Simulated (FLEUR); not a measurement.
Worked example: self-consistent single point of W (Im-3m, 1 atom in the cell) in FLEUR.

Method: PBE, all-electron FLAPW (FLEUR), scalar-relativistic valence run with FLEUR.

```yaml
crystal:
  lattice:
    - [-1.57210, 1.57210, 1.57210]
    - [1.57210, -1.57210, 1.57210]
    - [1.57210, 1.57210, -1.57210]
  atoms:
    - { symbol: W, position: [0.00000, 0.00000, 0.00000] }
```

Reference input (self-consistent single point, DFT, PBE, all-electron FLAPW (FLEUR), scalar-relativistic valence): Kmax = 4.2 1/bohr; GmaxXC = 16.8 1/bohr; xcFunctional = pbe; jspins = 1; l_soc = F; mode = hist; fermiSmearingEnergy = 0.00367493 Htr; mesh (inpgen div1-3) = 9 9 9; inpgen gamma flag = false; Gmax = 16.8 1/bohr; numbands = 0; maxIterBroyd = 15. This run's input differs from it in these lines:

```diff
@@ -13,3 +13,3 @@
 &comp jspins=1 /
-&kpt div1=9 div2=9 div3=9 /
+&kpt div1=15 div2=15 div3=15 /
 &end /
@@ -33,3 +33,3 @@
    <cell>
-      <bzIntegration valenceElectrons="14.0" mode="hist" fermiSmearingEnergy="0.00367493">
+      <bzIntegration valenceElectrons="14.0" mode="hist" fermiSmearingEnergy="0.00036749">
          <kPointListSelection listName="default-1"/>
```

Log, with long lists cut:

```
      Welcome to FLEUR        (www.flapw.de)
      MaX-Release 8.1          (www.max-centre.eu)

 ========== k-point set info ==========
 Selected k-point list: default-1
 k-point list type: mesh
 15 x 15 x 15
 Number of k points: 120

 ------------Calculation Setup---------------------------
   [... lines left out ...]
 Number of basis functions:          146
 Instability in determination of fermi-level,
 doubled temperature broading to continue
 Instability in determination of fermi-level,
 doubled temperature broading to continue
 Instability in determination of fermi-level,
 doubled temperature broading to continue
 Instability in determination of fermi-level,
 doubled temperature broading to continue
 Instability in determination of fermi-level,
 doubled temperature broading to continue
 Instability in determination of fermi-level,
 doubled temperature broading to continue
 Instability in determination of fermi-level,
 doubled temperature broading to continue
 Instability in determination of fermi-level,
 doubled temperature broading to continue
 Instability in determination of fermi-level,
 doubled temperature broading to continue
 Instability in determination of fermi-level,
 doubled temperature broading to continue
 Instability in determination of fermi-level,
 doubled temperature broading to continue
 Instability in determination of fermi-level,
 doubled temperature broading to continue
 Instability in determination of fermi-level,
 doubled temperature broading to continue
 Instability in determination of fermi-level,
 doubled temperature broading to continue
 Instability in determination of fermi-level,
 doubled temperature broading to continue
 Instability in determination of fermi-level,
 doubled temperature broading to continue
 Instability in determination of fermi-level,
 doubled temperature broading to continue
 Instability in determination of fermi-level,
 doubled temperature broading to continue
 Instability in determination of fermi-level,
 doubled temperature broading to continue
 Instability in determination of fermi-level,
 doubled temperature broading to continue
 Instability in determination of fermi-level,
 doubled temperature broading to continue
**************FLEUR-Error*****************
Error message: Determination of fermi-level did not converge
Error occurred in subroutine: ef_newton
Hint: change temp. broad., set gauss = T, or use finer k mesh
Error from PE:0/1
 Last known location:
```

The program stopped with an error. 

The starting cell has typed, rounded lattice constants, without a prior relaxation at this level. Its lattice was rescaled by up to half a per cent. Values depend on the basis (sphere radii, cutoffs, local orbitals), which need not be converged.
